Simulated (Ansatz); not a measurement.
## LaTaO4 (space group Cmc2_1, No. 36)

LaTaO$_{4}$ has the orthorhombic space group Cmc2₁ (No. 36), Pearson symbol oS24. Cell: a = 3.941 Å, b = 14.663 Å, c = 5.603 Å, α = 90.00°, β = 90.00°, γ = 90.00°. La on 4a is coordinated by 7 O at 2.363–2.684 Å and 2 O at 2.925 Å. Ta on 4a is coordinated by 6 O at 1.902–2.084 Å (octahedral). O1 on 4a sees 2 Ta at 1.980 Å and 1 La at 2.648 Å. O2 on 4a is coordinated by 1 Ta at 1.920 Å and 1 Ta at 2.084 Å and 2 La at 2.925 Å. O3 on 4a is coordinated by 1 Ta at 2.040 Å and 3 La at 2.363–2.426 Å (tetrahedral). O4 on 4a sees 1 Ta at 1.902 Å and 2 La at 2.523 Å and 1 La at 2.684 Å (tetrahedral). (Neighbours: up to the widest gap in distance over summed covalent radii, below 1.35, at either atom; cation-cation and far metal-metal contacts left out.)
(The calculation used a cell of 12 atoms; values per cell refer to that cell.)

Calculations: PBEsol (Ansatz, an electronic-structure program, PAW, spin-orbit coupling left out). k-mesh 7×7×5 (Γ-centred); smearing 0.05 eV (Fermi–Dirac).

```json
{
 "volume_per_atom": "13.49 Å³",
 "density": "7.88 g/cm³",
 "band_gap": "3.38 eV, indirect, Σ₀–Γ (14 % along) → Γ",
 "electron_mass": "1.6 mₑ along a, 1.7 mₑ along b, 1.4 mₑ along c",
 "Lowest conduction-band minima above the VBM": "Γ 3.38 eV; T (1/2, 1/2, 1/2) 3.47 eV",
 "total_energy": "-3036.778 eV/atom (σ→0; compares only within this code and set-up)"
}
```

Spin-orbit coupling, missing from the scalar runs, can matter with Ta. Effective masses come from finite differences of ±0.01 Å⁻¹. Whether these cells are dynamically stable was not tested.
